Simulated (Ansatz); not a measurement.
We consider Hf (Fm-3m, No. 225, 1 atom in the cell; start COD 1534929; another form than the element's usual one), described by r²SCAN (Ansatz, an electronic-structure program, plane waves, PAW).

Numerical settings: plane-wave cutoff 560 eV, 22×22×22 k mesh, Fermi–Dirac smearing 0.05 eV, scalar-relativistic PAW data made under PBE.

Cell (relaxed at this level):

```cif
data_Hf
_chemical_formula_sum 'Hf1'
_space_group_name_H-M_alt 'P 1'
_space_group_IT_number 1
_cell_length_a 3.16632
_cell_length_b 3.16632
_cell_length_c 3.16632
_cell_angle_alpha 60.000
_cell_angle_beta 60.000
_cell_angle_gamma 60.000
loop_
_space_group_symop_operation_xyz
  'x, y, z'
loop_
_atom_site_label
_atom_site_type_symbol
_atom_site_fract_x
_atom_site_fract_y
_atom_site_fract_z
_atom_site_occupancy
Hf1 Hf 0.00000 0.00000 0.00000 1
```

Task: Predict the bulk modulus.

Result: 
- bulk modulus = 103 GPa

The run finds no gap.

Note: the bulk modulus is −V dP/dV from two relaxed cells at ±2 % in volume; the relaxation could not lower the start's symmetry, so the cell can be a saddle point above a distorted one.

Spin–orbit coupling is not included.

Computed values are for the static lattice.

Cost on a shared machine: very roughly 50 core-seconds.
